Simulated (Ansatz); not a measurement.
Symmetric slabs, relaxed from ideal cuts in 1x1 cells, of elemental solids: work function (eV) by functional, in Ansatz (plane waves, PAW). All structures are PBE's; the other columns are single points with references at the same level. No spin-orbit coupling, Hubbard U or dispersion. The rows are a random draw from the class, without slabs that broke up, higher cuts of a face and adsorbates that left their site.

| system | PBE (eV) | r2SCAN (eV) |
|---|---|---|
| fcc Al (111), ideal cut with outer spacing 2.33 Å | 4.03 | 4.08 |
| bcc Ta (100), ideal cut with outer spacing 1.66 Å | 3.80 | 3.79 |
| hcp Ru (22-43), ideal cut with outer spacing 0.31 Å | 4.51 | 4.50 |
| hcp Ru (31-40), ideal cut with outer spacing 0.22 Å | 4.40 | 4.38 |
| hcp Zn (11-20), ideal cut with outer spacing 1.32 Å | 4.09 | ? |
| hcp Mg (11-20), ideal cut with outer spacing 1.60 Å | 3.42 | 3.46 |
| fcc Al (100), ideal cut with outer spacing 2.02 Å | 4.24 | 4.31 |
| hcp Y (0001), ideal cut with outer spacing 2.84 Å | 3.35 | 3.39 |

Task: Fit a straight line y = a·x + b by least squares to the 7 complete rows (x: PBE (eV); y: r2SCAN (eV)).

Result: the means are x̄ = 3.9643 and ȳ = 3.9871; Σ(x − x̄)² = 1.2686 and Σ(x − x̄)(y − ȳ) = 1.2323, so a = 0.971 and b = ȳ − a·x̄ = 0.136. The largest residual is 0.055.

Task: What does the line predict for the withheld row, hcp Zn (11-20), ideal cut with outer spacing 1.32 Å, and what did the calculation give?

Result: the line gives 4.11; the calculation gave 4.16, a miss of 0.05, of the size of the fitted rows' scatter and rounding.

Ansatz is a quantum-chemistry and plane-wave program.
